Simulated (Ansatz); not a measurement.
Worked example: relaxation of cell and atoms of CuPd (Pm-3m, 2 atoms in the cell) in Ansatz (a quantum-chemistry and plane-wave program).

Method of the run: PBEsol, default PAW files made with PBE (plane waves; Ansatz).

The change in words: atoms on their sites; basis.ecutwfc: 30.9 Ry → 26.1 Ry; relax: default → cell and atoms. Reference geometry:
```
CuPd
1.0
    2.96552     0.00000     0.00000
    0.00000     2.96552     0.00000
    0.00000     0.00000     2.96552
Cu Pd
1 1
Direct
  0.00000   0.00000   0.01686
  0.50000   0.50000   0.50000
```

Reference input (self-consistent single point, DFT, PBEsol, plane waves, default PAW files made with PBE): basis.ecutwfc = 30.9 Ry; kpoints.mp_grid.grid = 11 11 11; hamiltonian.xc = pbesol; hamiltonian.pseudopotentials = {kind: paw} (the program's default PAW files); scf.occupations.method = gaussian; scf.occupations.width = 0.0073 Ry. This run's input differs from it in these lines:

Ansatz 0.2 input:
```diff
@@ -6,6 +6,6 @@
   atoms:
-    - { symbol: Cu, position: [0.000000, 0.000000, 0.016860] }
+    - { symbol: Cu, position: [0.000000, 0.000000, 0.000000] }
     - { symbol: Pd, position: [0.500000, 0.500000, 0.500000] }
 basis:
-  ecutwfc: 30.9 Ry
+  ecutwfc: 26.1 Ry
 kpoints:
@@ -17,2 +17,4 @@
   occupations: { method: gaussian, width: 0.0073 Ry }
+relax:
+  cell: {}
 output:
```

Output (repeated stretches shortened):

```
   [... SCF lines of the steps left out ...]
relax step   1: F+E_penalty+E_count = -13495.62089755 eV  Δ(F+E_penalty+E_count) = +0.000e0 eV  max|allowed force component| = 6.179e-29 eV/Å  Δτ_max = 0.0000 Å  P = -0.581 GPa  Ω = 26.080 Å³  (6 SCF iters, dr2 threshold 1.00e-7 eV, accepted)
relax step   2: F+E_penalty+E_count = -13495.62193968 eV  Δ(F+E_penalty+E_count) = -1.042e-3 eV  max|allowed force component| = 7.527e-30 eV/Å  Δτ_max = 0.0000 Å  P = +0.058 GPa  Ω = 26.000 Å³  energy of the carried Pulay correction = +9.112e-4 eV  [...]
   [... lines left out ...]
relax step   5: F+E_penalty+E_count = -13495.62136381 eV  Δ(F+E_penalty+E_count) = -1.030e-4 eV  max|allowed force component| = 3.155e-30 eV/Å  Δτ_max = 0.0000 Å  P = -0.004 GPa  Ω = 25.998 Å³  energy of the carried Pulay correction = +1.009e-4 eV  [...]
relax step   6: F+E_penalty+E_count = -13495.62136381 eV  Δ(F+E_penalty+E_count) = +1.819e-12 eV  max|allowed force component| = 3.944e-30 eV/Å  Δτ_max = 0.0000 Å  P = -0.009 GPa  Ω = 25.998 Å³  stress off target by 8.60e-3 GPa  SCF on the basis [...]
basis re-selected at this cell: Δ(F+E_penalty+E_count) = +1.819e-12 eV, ΔP = -0.004 GPa vs the last step
the relaxation is at rest under the 48 symmetry operations that the run kept from its start: a minimum is not shown …
Stability not checked: this state was not tested for a lower state beside it, because too few of the mixer's solves of this state at the end of the SCF gave a …
Free energy (F): -13495.621364 eV
Internal energy: -13495.613470 eV  (E = F + TS)
   [... lines left out ...]
Fermi energy:    18.410696 eV
   [... lines left out ...]
  cell:  # Å, volume = 25.9979 Å³
    - [2.962417239955089, 1.0030885127016851e-35, 3.209883240645393e-35]
    - [1.0030885127016851e-35, 2.962417239955089, 4.012354050806741e-36]
    - [8.024708101613482e-36, 4.012354050806741e-36, 2.962417239955089]
  atoms:
    - { symbol: Cu, position: [-1.6912534550506537e-35, -2.706005528087703e-36, 6.765013820181573e-37] }
    - { symbol: Pd, position: [0.5, 0.5, 0.5] }
```

The run converged.  The full log also holds: “iter 5 did not close the SCF: its close was put off for the readings that it lacked (scf_convergence_deferred on its scf_iter line)”. The full log also holds: “iter 4 did not close the SCF: its close was put off for the readings that it lacked (scf_convergence_deferred on its scf_iter line)”.

Summary of the result:
* **Free energy E − TS (on the zero of these files)**: -13495.6214 eV
* **Fermi level (on the code's own zero)**: 18.41 eV
* **Pressure**: -0.01 GPa
* **Final cell**: a = b = c = 2.962 Å, α = β = γ = 90.00°
* **Final volume per atom**: 13.00 Å³
* **Relaxation steps**: 6

The starting cell comes from a database of computed structures (which also holds hypothetical and non-ambient phases and stackings), without a prior relaxation at this level. Its lattice was rescaled by up to half a per cent. Spin polarisation is off. The relaxation keeps the symmetry of its start, so its end need not be a minimum. Ansatz's pressure includes its estimate of the finite-basis (Pulay) stress. Without the estimate this run gives -1.81 GPa. The cutoff lies below the one recommended for these files.
